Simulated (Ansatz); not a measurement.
# How far to go with the k-point mesh at a smearing width of 0.02 eV: Ni3Ge (P4mm, 4 atoms in the cell)

```yaml
crystal:
  lattice:
    - [3.54092, 0.00000, 0.00000]
    - [0.00000, 3.54092, 0.00000]
    - [0.00000, 0.00000, 3.54092]
  atoms:
    - { symbol: Ni, position: [0.50000, 0.00000, 0.50000] }
    - { symbol: Ni, position: [0.01412, 0.50000, 0.50000] }
    - { symbol: Ni, position: [0.50000, 0.50000, 0.00000] }
    - { symbol: Ge, position: [0.00000, 0.00000, 0.00000] }
```

Method: PBEsol, default PAW files made with PBE (plane waves; Ansatz, a first-principles code).

Base settings: basis.ecutwfc = 30.9 Ry; kpoints.mp_grid.grid = 9 9 9; hamiltonian.xc = pbesol; hamiltonian.pseudopotentials = {kind: paw} (the program's default PAW files); scf.occupations.method = gaussian; scf.occupations.width = 0.0073 Ry.

In this ladder: scf.occupations.width = 0.0015 Ry.

Only quantities that move along the ladder and can be compared are tabulated.

The count of work is k-points × plane waves × bands × iterations; it is no time. 

The starting cell comes from a database of computed structures (which also holds hypothetical and non-ambient phases and stackings), without a prior relaxation at this level. Its lattice was rescaled by up to half a per cent. One atom was moved a little off its site on purpose. Spin polarisation is off. Ansatz's pressure includes its estimate of the finite-basis (Pulay) stress.

| kpoints.mp_grid.grid | free energy less the last step's (meV/atom) | pressure (GPa) | largest difference of a force vector from the last step's (eV/Å) | count of work / last |
|---|---|---|---|---|
| 3 3 3 | 33.02 | -1.45 | 0.035 | 0.0073 |
| 4 4 4 | -5.47 | -2.64 | 0.004 | 0.022 |
| 5 5 5 | -0.20 | -2.79 | 0.018 | 0.019 |
| 6 6 6 | 0.13 | -2.69 | 0.004 | 0.043 |
| 7 7 7 | -1.59 | -2.77 | 0.004 | 0.043 |
| 8 8 8 | 0.33 | -2.71 | 0.002 | 0.080 |
| 10 10 10 | -0.09 | -2.75 | 0.003 | 0.13 |
| 12 12 12 | 0.00 | -2.73 | 0.002 | 0.24 |
| 18 18 18 | 0.04 | -2.74 | 0.000 | 0.59 |
| 22 22 22 | 0.00 | -2.74 | 0.000 | 1.0 |

Coarsest kpoints.mp_grid.grid that holds the free energy within 1 meV/atom of the last step, with all finer ones: 8 8 8, at 0.080 of the last step's count of work; the step before is off by 1.6 meV/atom.

Coarsest kpoints.mp_grid.grid that holds the forces within 0.02 eV/Å of the last step, with all finer ones: 4 4 4, at 0.022 of the last step's count of work; the step before is off by 0.035 eV/Å.

Coarsest kpoints.mp_grid.grid that holds the pressure within 0.2 GPa of the last step, with all finer ones: 4 4 4, at 0.022 of the last step's count of work; the step before is off by 1.3 GPa.

Keys are those of Ansatz 0.2.
